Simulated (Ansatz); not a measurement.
**Energy from pressure between two volumes: La (P3m1, 4 atoms in the cell)**

```xyz
4
Lattice="1.8756 -3.2486 0.0000 1.8756 3.2486 0.0000 0.0000 0.0000 12.0992" Properties=species:S:1:pos:R:3 pbc="T T T"
La     0.0000     0.0000     6.0996
La     0.0000     0.0000     0.0000
La     1.8756     1.0829     3.0248
La     1.8756    -1.0829     9.0744
```

Method of the run: PBEsol, default PAW files made with PBE (plane waves; Ansatz, a program for electronic structure).

Settings: basis.ecutwfc = 74.2 Ry; kpoints.mp_grid.grid = 8 8 2; hamiltonian.xc = pbesol; hamiltonian.pseudopotentials = {kind: paw} (the program's default PAW files); scf.occupations.method = fermi_dirac; scf.occupations.width = 0.0073 Ry. This cutoff ends a ladder whose last two steps agree within 1 meV/atom.

The second cell is the first with its lattice scaled by 0.98, at the same fractional positions.

The starting cell has typed, rounded lattice constants, without a prior relaxation at this level. Its lattice was rescaled by up to half a per cent. One atom was moved a little off its site on purpose. Ansatz's pressure includes its estimate of the finite-basis (Pulay) stress.

| cell | volume (Å³/atom) | pressure (GPa) | F less the first cell's (meV/atom) |
|---|---|---|---|
| first | 36.8601 | -1.92 | 0.00 |
| second | 34.6924 | -0.51 | ? |

Task: Estimate the energy of the second cell from the pressures, and the bulk modulus between the two volumes.

Result: With P = −dF/dV, the trapezoid gives ΔF ≈ −(P₁ + P₂)/2 · ΔV = −(-1.215 GPa) · (-2.1677 Å³) = -16.44 meV/atom (1 eV/Å³ = 160.22 GPa). The modulus at fixed fractional positions is B = −ΔP/Δln V = 23 GPa, a mean over the interval; zero pressure lies outside it, so this is not the modulus at equilibrium. P(V) is curved, so the trapezoid lies high by about |ΔV|³·B·(1 + B′)/(12·V̄²) = 0.48 meV/atom for an assumed B′ = 4, which leaves -16.92 meV/atom. The runs gave -16.75 meV/atom, a miss of 0.17 meV/atom. Cases were kept where this miss is small, so the page shows the method and is no test of it.

Left out of this page: 15 runs of the series outside the window shown, repeating another row's setting, or not comparable.

Keys are those of Ansatz 0.2.
